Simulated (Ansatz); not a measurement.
Seebeck coefficient (μV/K, mean over directions) of n-type MgO (Fm-3m) against carrier density, Ansatz (a program for electronic structure) with PBEsol, rigid bands. Computed gap 4.62 eV; densities at which minority carriers matter at this gap, or further valleys turn the trend, are left out. Conductivity mass 0.35 mₑ (harmonic mean over directions), N_c = 5.1e18 cm⁻³ at 300 K.

```json
[
 {"electron density": "1e16 cm⁻³", "300 K": "-752", "500 K": "-819"},
 {"electron density": "1e17 cm⁻³", "300 K": "-554", "500 K": "-621"},
 {"electron density": "1e18 cm⁻³", "300 K": "…", "500 K": "…"},
 {"electron density": "3e18 cm⁻³", "300 K": "-265", "500 K": "…"},
 {"electron density": "1e19 cm⁻³", "300 K": "-171", "500 K": "-231"},
 {"electron density": "3e19 cm⁻³", "300 K": "-100", "500 K": "-149"},
 {"electron density": "1e20 cm⁻³", "300 K": "-49", "500 K": "-79"},
 {"electron density": "3e20 cm⁻³", "300 K": "-25", "500 K": "-41"},
 {"electron density": "1e21 cm⁻³", "300 K": "-12", "500 K": "-20"}
]
```

### Question
Fill in the missing entries.

### Answer

- 1e18 cm⁻³, 300 K: -357
- 1e18 cm⁻³, 500 K: -423
- 3e18 cm⁻³, 500 K: -330

Rigid bands with a gap fixed in temperature, one relaxation time for all states, no polarons or phonon drag, and whether or not such doping can be reached. Spin-orbit coupling is left out.
